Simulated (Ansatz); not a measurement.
The reference is Sn in the diamond structure (space group Fd-3m, No. 227; a = 6.474 Å; relaxed with 0.1 eV smearing). Axes: x, y, z lie along the cube axes.

All numbers come from Ansatz (a first-principles code) LDA, no spin-orbit coupling.

Strains are applied to the cell and any free atomic positions relax.

One change was made to it. Results:

```json
[
 {"quantity": "energy relative to the base (free energy F)", "base": "0 meV/atom", "after": "+2.8 meV/atom"},
 {"quantity": "pressure (mean of the normal stresses, compression positive)", "base": "0.0 GPa", "after": "-0.9 GPa"}
]
```

Question: Which of these changes matches the shifts?
A) uniaxial strain ε_zz = +1.00 %
B) uniaxial strain ε_zz = +2.50 %
C) uniaxial strain ε_zz = −1.50 %
D) uniaxial strain ε_zz = +2.00 %

Answer: D, uniaxial strain ε_zz = +2.00 %. For comparison, the energy relative to the base in the other runs: uniaxial strain ε_zz = +1.00 % gives +0.7 meV/atom; uniaxial strain ε_zz = +2.50 % gives +4.3 meV/atom; uniaxial strain ε_zz = −1.50 % gives +1.6 meV/atom.

Whether these cells are dynamically stable was not tested.
